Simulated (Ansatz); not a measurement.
The starting structures come from a database of crystals and need not be the phases stable at ambient conditions.

The decay constant κ of evanescent states in the gap governs leakage through a thin film.

Data:

```xyz
12
Lattice="5.9346 0.0000 0.0000 -2.2901 7.9713 0.0000 0.0000 4.2722 3.9753" Properties=species:S:1:pos:R:3 pbc="T T T"
Fe     2.5481     6.9501     1.0942
Fe     1.0965     5.2934     2.8811
Fe     4.0638     3.1540     0.8905
Fe    -0.4193     9.0895     3.0848
As     1.7305     8.9957     2.0115
As     1.9141     3.2478     1.9638
As     4.8814     4.2161     2.8648
As    -1.2368     8.0274     1.1105
Se     3.3739     9.3933     3.8777
Se     0.2706     2.8502     0.0976
Se     3.2379     6.1061     3.1272
Se     0.4066     6.1374     0.8481
```

Space group of this cell: P2_1/c. The cell is taken as given.

Transport runs along the normal of the first two printed cell vectors.

The gap is the functional's own. No spin-orbit coupling. Mid-gap values are interpolated on the energy grid.

### Question
Estimate the band gap and the smallest decay constant κ at mid-gap that r2SCAN run with Ansatz (a program for electronic structure) returns for this system.

### Answer
Gap 0.56 eV on a 6×8×8 mesh; κ = 0.211 1/Å, at (0.500, 0.500) of the in-plane reciprocal vectors. At the zone centre, at the nearest computed energy, the slowest state has κ = 0.26 1/Å.
